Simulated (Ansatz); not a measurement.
## A constructed model of the (110) surface of bcc Ta, a cell of two sites (a+b, b-a) layer of S, one a cell, on the site that continues the host's stacking (bottom of the slab: a bare face, its two planes held)

Calculation: PBE (plane waves to 420 eV, PAW; Ansatz, a quantum-chemistry and plane-wave program).

Slab: 13 atoms, 14.1 Å thick at the start; k 11x8x1, smearing 0.1 eV, dipole-corrected; 4 atoms held, the rest relaxed; held to the start's symmetry, so lower structures may exist; no spin, no spin-orbit, no U. It is one candidate, not shown to be the stable structure of the face.

```json
{
 "work_function_of_the_top_face": "5.27 eV",
 "energy_released_by_relaxation": "1.52 eV",
 "cost": "around 10 core-minutes (rough)"
}
```
